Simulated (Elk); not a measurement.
A self-consistent single point of RbCrSe2 (R3m, 4 atoms in the cell) with Elk.

Method: PBEsol, all-electron FP-LAPW, Elk's shipped species files, APW+lo basis with extra local orbitals run with Elk.

The change in words: lattice scaled by 0.98. Reference geometry:
```
RbCrSe2
1.0
    1.92733     1.11274     7.74430
   -1.92733     1.11274     7.74430
    0.00000    -2.22549     7.74430
Rb Cr Se
1 1 2
Direct
  0.16592   0.16592   0.16592
  0.99775   0.99775   0.99775
  0.38859   0.38859   0.38859
  0.60744   0.60744   0.60744
```
Moments meant for the start (each program seeds them in its own way; μB, in the order of the atoms Rb Cr Se Se): 0.0 3.0 0.0 0.0.

Reference input (self-consistent single point, DFT, PBEsol, all-electron FP-LAPW, Elk's shipped species files, APW+lo basis with extra local orbitals): xctype = 22; spinpol = true; rgkmax = 8; swidth = 0.000367493 Ha; ngridk = 4 4 4; reducebf = 0.8; tforce = true; gmaxvr = 18 1/bohr; lmaxapw = 10; lmaxo = 8; nxlo = 2; lorbcnd = true. This run's input differs from it in these lines:

```diff
@@ -52,5 +52,5 @@
 avec
-    3.6421255883    2.1027816653   14.6346117713
-   -3.6421255883    2.1027816653   14.6346117713
-    0.0000000000   -4.2055649012   14.6346115457
+    3.5692825131    2.0607256962   14.3419196508
+   -3.5692825131    2.0607256962   14.3419196508
+    0.0000000000   -4.1214529631   14.3419194251
```

Output (repeated stretches shortened):

```
│ Self-consistent loop started │
│ Loop number : 1 │
 total energy                :     -8891.74481295
 total moment                :    2.870159034
│ Loop number : 2 │
 total energy                :     -8892.24586308
 total moment                :    2.906345901
RMS change in Kohn-Sham potential (target) :    2.413775441     (  0.1000000000E-05)
Absolute change in total energy (target)   :   0.5010501328     (  0.1000000000E-03)
│ Loop number : 3 │
 total energy                :     -8876.62361955
 total moment                :    1.750106479
RMS change in Kohn-Sham potential (target) :    2.242933048     (  0.1000000000E-05)
   [... lines left out ...]
│ Loop number : 25 │
 total energy                :     -8886.79958509
 total moment                :    3.000038919
RMS change in Kohn-Sham potential (target) :   0.1080656358E-05 (  0.1000000000E-05)
Absolute change in total energy (target)   :   0.5471723853E-05 (  0.1000000000E-03)
│ Loop number : 26 │
 total energy                :     -8886.79953916
 total moment                :    3.000038922
RMS change in Kohn-Sham potential (target) :   0.5750802723E-06 (  0.1000000000E-05)
Absolute change in total energy (target)   :   0.4456209535E-04 (  0.1000000000E-03)
Convergence targets achieved

│ Loop number : 27 │

Energies :
 Fermi                       :     0.223808758522
 xc effective B-field        :    -0.171329794482
 external B-field            :      0.00000000000
 total energy                :     -8886.79953793
 (external B-field energy excluded from total)

Density of states at Fermi energy :   0.2721351485E-06
 (states/Hartree/unit cell)

Estimated indirect band gap :   0.4001343653E-01
 from k-point     17 to k-point     14
Estimated direct band gap   :   0.4092377077E-01
 at k-point     14

Charges :
 core                        :    74.00000000
 valence                     :    55.00000000
 interstitial                :    6.737805486
 muffin-tins (core leakage)
  species :    1 (Rb)
   atom    1                 :    35.27259086     (  0.1666063940E-03)
  species :    2 (Cr)
   [... lines left out ...]
 total moment                :    3.000038925
   [... lines left out ...]
   total force               :    -0.00000000    0.00000000   -0.00236965
   total magnitude           :     0.00236965
  atom :    2
   Hellmann-Feynman          :     0.00000000    0.00000001   -0.22033218
   IBS                       :    -0.00000000   -0.00000001    0.22317418
   total force               :    -0.00000000   -0.00000000    0.00284201
   total magnitude           :     0.00284201
```

The run converged in 27 iterations. The count includes the last loop, which Elk runs after its targets are met. Against the reference run the free energy falls by 5.0 meV/atom, the gap on the mesh goes from 0.961 to 1.089 eV and the size of the net moment stays at 0.75 μB/atom.

The starting cell comes from a database of computed structures (which also holds hypothetical and non-ambient phases and stackings), without a prior relaxation at this level. For this run, on top of that: lattice scaled by 0.98. With one magnetic atom in the cell only a parallel order is possible. Values depend on the basis (sphere radii, cutoffs, local orbitals), which need not be converged.

Cost on one core of a shared machine: roughly 9 min.
